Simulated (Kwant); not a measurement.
Model system: wire with a side stub in a Si two-dimensional gas. Effective mass 0.19 mₑ, grid spacing 2 nm, hard walls, nominal width 72 nm (35 grid rows, so walls 72 nm apart), one parabolic valley, scattering region 180 nm long along x; energies count from the band bottom; Fermi energy swept from 0.0004398 to 0.0052226 eV. Closed stub on one side, 58 nm wide and 100 nm deep.

The device is made up for the run: typed textbook-type constants, with dimensions and the other settings drawn at random.

Computed with Kwant: effective-mass tight-binding model on a square grid, one spin, coherent transport at 0 K. Conductance is in e²/h.

Task: How many channels do the leads carry at E = 2.01, 2.29, 4.98 meV?

Result: The hard-wall thresholds are n² ħ²π²/(2mW²) = n² × 0.382 meV with W = 72 nm. √(2.01/0.382) = 2.29, so 2. √(2.29/0.382) = 2.45, so 2. √(4.98/0.382) = 3.61, so 3.
